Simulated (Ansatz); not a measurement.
Ansatz (a program for electronic structure) run on Sc₂GeB₂Ir₅ (P1, 20 atoms in the cell): relaxation of the atoms.

Method of the run: PBEsol, default PAW files made with PBE (plane waves; Ansatz).

The input file:

Ansatz 0.2 input:
```yaml
crystal:
  lattice:
    - [9.281170, 0.000000, 0.000000]
    - [0.000000, 9.281170, 0.000000]
    - [0.000000, 0.000000, 3.170400]
  atoms:
    - { symbol: Sc, position: [0.669715, 0.176802, 0.020747] }
    - { symbol: Sc, position: [0.326423, 0.822587, -0.011514] }
    - { symbol: Sc, position: [0.827254, 0.680086, -0.026382] }
    - { symbol: Sc, position: [0.176650, 0.329552, 0.008440] }
    - { symbol: Ge, position: [0.003764, -0.007535, 0.000830] }
    - { symbol: Ge, position: [0.502660, 0.498526, 0.006463] }
    - { symbol: B, position: [0.127942, 0.615921, -0.004176] }
    - { symbol: B, position: [0.876082, 0.385563, -0.010402] }
    - { symbol: B, position: [0.373261, 0.135982, 0.004695] }
    - { symbol: B, position: [0.628528, 0.879642, 0.005109] }
    - { symbol: Ir, position: [0.205779, 0.072874, 0.515002] }
    - { symbol: Ir, position: [0.785936, 0.925242, 0.474033] }
    - { symbol: Ir, position: [0.929360, 0.216648, 0.499492] }
    - { symbol: Ir, position: [0.069898, 0.775287, 0.511560] }
    - { symbol: Ir, position: [0.721411, 0.429415, 0.515180] }
    - { symbol: Ir, position: [0.273144, 0.574523, 0.479068] }
    - { symbol: Ir, position: [0.436570, 0.284849, 0.522132] }
    - { symbol: Ir, position: [0.570950, 0.712552, 0.491593] }
    - { symbol: Ir, position: [0.501724, 0.003918, 0.505361] }
    - { symbol: Ir, position: [-0.007052, 0.487567, 0.492769] }
kpoints:
  mp_grid: { grid: [3, 3, 7] }
hamiltonian:
  xc: pbesol
  pseudopotentials: { kind: paw }
scf:
  occupations: { method: fermi_dirac, width: 0.05 }
  convergence: { dr2_threshold: 1.0e-03 eV }
relax:
  f_tol: 0.03
output:
  forces: true
  eigenvalues: true
  stress: true
```

The program printed (abridged):

```
   [... SCF lines of the steps left out ...]
relax step   1: F+E_penalty+E_count = -135568.56547162 eV  Δ(F+E_penalty+E_count) = +0.000e0 eV  max|allowed force component| = 2.765e0 eV/Å  Δτ_max = 0.0000 Å  (6 SCF iters, accepted)
relax step   2: F+E_penalty+E_count = -135569.01347568 eV  Δ(F+E_penalty+E_count) = -4.480e-1 eV  max|allowed force component| = 1.670e0 eV/Å  Δτ_max = 0.1999 Å  (6 SCF iters, accepted)
relax step   3: F+E_penalty+E_count = -135569.44616928 eV  Δ(F+E_penalty+E_count) = -4.327e-1 eV  max|allowed force component| = 3.057e-2 eV/Å  Δτ_max = 0.1302 Å  (6 SCF iters, accepted)
relax step   4: F+E_penalty+E_count = -135569.44693607 eV  Δ(F+E_penalty+E_count) = -7.668e-4 eV  max|allowed force component| = 5.442e-3 eV/Å  Δτ_max = 0.0057 Å  (6 SCF iters, accepted)
Free energy (F): -135569.446936 eV
Internal energy: -135569.402310 eV  (E = F + TS)
E sigma→0 (E₀):  -135569.424623 eV
Entropy (-TS):   -0.044627 eV (-2.231 meV/atom)
Fermi energy:    19.429274 eV
--- Forces (eV/Å), atoms counted from 1 ---
  atom   1  Sc     0.00153747    -0.00162280    -0.00061953
  atom   2  Sc    -0.00269057     0.00087957    -0.00058673
  atom   3  Sc     0.00104275     0.00263352    -0.00058349
  atom   4  Sc    -0.00047109    -0.00228209    -0.00020093
  atom   5  Ge     0.00077192     0.00115447    -0.00015149
  atom   6  Ge     0.00018289     0.00006527    -0.00049495
  atom   7  B     -0.00137299    -0.00084404     0.00051524
  atom   8  B     -0.00190302    -0.00198740     0.00544026
  atom   9  B      0.00288977    -0.00248340     0.00185492
  atom  10  B     -0.00227293     0.00134398     0.00006758
   [... lines left out ...]
    - { symbol: Ir, position: [0.4290064416364872, 0.28372880285895924, 0.5000628517748127] }
    - { symbol: Ir, position: [0.5709822100916323, 0.7162405209624442, 0.4999724119373477] }
    - { symbol: Ir, position: [0.49999123293669234, -1.797507574905775e-5, 0.5000725207280815] }
    - { symbol: Ir, position: [1.016194095566596e-5, 0.5000016160000607, 0.49988480119887313] }
```

The run converged.  The full log also holds: “iter 4 did not close the SCF: its close was put off for the readings that it lacked (scf_convergence_deferred on its scf_iter line)”. The full log also holds: “iter 5 did not close the SCF: its close was put off for the readings that it lacked (scf_convergence_deferred on its scf_iter line)”.

Summary of the result:
| Item | Result |
|---|---|
| Free energy E − TS (on the zero of these files) | -135569.4469 eV |
| Fermi level (on the code's own zero) | 19.43 eV |
| Pressure | -7.58 GPa |
| Largest force (vector length) | 0.006 eV/Å |
| Relaxation steps | 4 |

The starting cell comes from a database of computed structures (which also holds hypothetical and non-ambient phases and stackings), without a prior relaxation at this level. For this run, on top of that: atoms moved at random. Spin polarisation is off. Ansatz's pressure includes its estimate of the finite-basis (Pulay) stress.

Cost on one core of a shared machine: roughly 8 min.
